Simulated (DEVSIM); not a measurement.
Device: double heterostructure, GaAs between p- and n-type Al0.4Ga0.6As, at 300 K.

Layer 1 from the left is Al0.4Ga0.6As, thickness (μm) 0.210, Na (cm⁻³) 2.2e17, τn (s) 3.4e-10, τp (s) 3.4e-10. Layer 2 from the left is GaAs, thickness (μm) 0.200, Nd (cm⁻³) 2.2e13, τn (s) 3.4e-10, τp (s) 3.4e-10. Layer 3 from the left is Al0.4Ga0.6As, thickness (μm) 0.560, Nd (cm⁻³) 3.5e17, τn (s) 3.4e-10, τp (s) 3.4e-10.

Left contact: ohmic. Right contact: ohmic. Voltage is applied to the left contact. Recombination: SRH at mid-gap, radiative, Auger. Mobility is μmin + (μ − μmin)/(1 + (N/Nref)^α).

The device is made up for the run: typed textbook-type constants, with dimensions and the other settings drawn at random. Values at 300 K.

Al0.4Ga0.6As: gap (eV) 1.9228, affinity (eV) 3.754, permittivity 11.76, Nc (cm⁻³) 7.93e17, Nv (cm⁻³) 9e18, μn (cm²/Vs) 3220, μp (cm²/Vs) 158, μn,min 500, μp,min 20, Nref,n 6e16, Nref,p 1.5e17, αn 0.39, αp 0.38, B (cm³/s) 2e-10, Cn (cm⁶/s) 1e-30, Cp (cm⁶/s) 1e-30. GaAs: gap (eV) 1.424, affinity (eV) 4.07, permittivity 12.9, Nc (cm⁻³) 4.7e17, Nv (cm⁻³) 9e18, μn (cm²/Vs) 8500, μp (cm²/Vs) 400, μn,min 500, μp,min 20, Nref,n 6e16, Nref,p 1.5e17, αn 0.39, αp 0.38, B (cm³/s) 2e-10, Cn (cm⁶/s) 1e-30, Cp (cm⁶/s) 1e-30.

DEVSIM, 1D drift-diffusion, Boltzmann statistics, complete ionisation; no tunnelling, impact ionisation, image-force lowering or self-heating. Band offsets follow the typed affinities; no thermionic-emission limit at abrupt steps, no polarisation charge.

Task: What does the simulation give for the potential step across the device at zero bias, the dark forward voltage at 100 A/cm², the dark forward voltage at 1 A/cm²?

Result: potential step across the device at zero bias 1.806 V; dark forward voltage at 100 A/cm² 1.205 V; dark forward voltage at 1 A/cm² 1.008 V.
